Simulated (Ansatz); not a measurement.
CsCl-type CsCl, treated with HSE06 (Ansatz, a first-principles code, plane waves, PAW).

Total energies, extrapolated to zero smearing (they compare only within this program, potentials and cutoff; free atoms with spin allowed, lowest state found):

| system | energy (eV/atom) |
|---|---|
| CsCl-type CsCl, relaxed | -3379.9369 |
| free Cs atom | -5675.0108 |
| free Cl atom | -1078.7552 |

Task: Work out the cohesive energy per atom.

Result: E_coh = [1 × (-5675.0108) + 1 × (-1078.7552)]/2 − (-3379.9369) = 3.05 eV/atom. The reference value is 3.33 ± 0.03 eV/atom (derived here from tabulated measurements, copied from a table, unchecked, brought to a static lattice with a Debye model, atoms in their spin–orbit ground levels; inputs from the CRC Handbook), a difference of -0.28 eV/atom.

The PAW data were made under PBE.
